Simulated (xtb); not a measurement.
xtb 6.7.1, GFN2-xTB: hexafluorodisiloxane anion (F[Si](F)(F)O[Si](F)(F)F), charge -1, multiplicity 2, 9 atoms. The geometry is a generated start, not checked to be a minimum at this level.

- method: GFN2-xTB
- --acc: 1 (default)
- --etemp (K): 300 (default)
- detailed input (--input): none: ANC optimiser, Lindh (1995) Hessian, microcycle=20, maxdispl=1.0, hlow=0.01 (default)
- basis functions: 48
- valence electrons: 57

```xyz
9

F      2.1306     0.3230    -1.1912
Si     1.4827     0.2926     0.2405
F      2.4034    -0.5068     1.2266
F      1.3648     1.7846     0.7247
O      0.0688    -0.4403     0.2189
Si    -1.4657    -0.3733    -0.2005
F     -1.6561     0.0376    -1.7039
F     -2.2505     0.6840     0.6561
F     -2.0780    -1.8013     0.0286
```

Charge -1 and multiplicity 2 are set for this test and not shown to be the ground state. GFN-xTB has no spin term: --uhf 1 sets the occupations alone.

The structure is relaxed from this start with --opt LEVEL for the levels crude, sloppy, loose, lax, normal, tight, vtight, extreme, once each. Up to the end of the extreme run atoms move by at most 1.5 Å along an axis.

Task: What is the loosest level that ends within 5 meV of the extreme run, and how many cycles does it take?

Result: lax: 49 cycles against 62, ending 0.71 meV above.

| level | cycles | energy above the extreme run (meV) | gradient norm (eV/Å) |
|---|---|---|---|
| crude | 26 | 55 | 0.43 |
| sloppy | 36 | 12 | 0.15 |
| loose | 37 | 10 | 0.14 |
| lax | 49 | 0.71 | 0.12 |
| normal | 52 | 0.070 | 0.029 |
| tight | 54 | 0.022 | 0.019 |
| vtight | 59 | under 0.01 | 0.0068 |
| extreme | 62 | — | 0.0022 |
